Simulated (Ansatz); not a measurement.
We consider LiH (model structure, started from the CsCl type, Pm-3m, No. 221, 2 atoms in the cell), described by dielectric-dependent PBEsol hybrid (Ansatz, a program for electronic structure, plane waves, PAW).

Settings: plane-wave cutoff 460 eV, 10×10×10 k mesh, Fermi–Dirac smearing 0.01 eV, scalar-relativistic PAW data made under PBE.

Cell (relaxed with PBEsol):

```cif
data_HLi
_chemical_formula_sum 'Li1 H1'
_space_group_name_H-M_alt 'P 1'
_space_group_IT_number 1
_cell_length_a 2.49113
_cell_length_b 2.49113
_cell_length_c 2.49113
_cell_angle_alpha 90.000
_cell_angle_beta 90.000
_cell_angle_gamma 90.000
loop_
_space_group_symop_operation_xyz
  'x, y, z'
loop_
_atom_site_label
_atom_site_type_symbol
_atom_site_fract_x
_atom_site_fract_y
_atom_site_fract_z
_atom_site_occupancy
Li1 Li 0.00000 0.00000 0.00000 1
H1 H 0.50000 0.50000 0.50000 1
```

What does this level give for the band gap, smallest direct gap on the k points sampled and direct gap at Γ?


* **band gap**: 1.69 eV (on the SCF k mesh) (indirect)
* **smallest direct gap on the k points sampled**: 5.53 eV
* **direct gap at Γ**: 23.44 eV

Note: the relaxation could raise the start's symmetry but not lower it, so the cell can be a saddle point; cell and atoms aren't relaxed at this level (pressure -0.2 GPa).

The computed numbers hold no vibrational or temperature effects.

A model structure was made by putting elements into a prototype or built by hand; it is no filed structure, need not be a known phase, and can be a saddle point held by its symmetry.
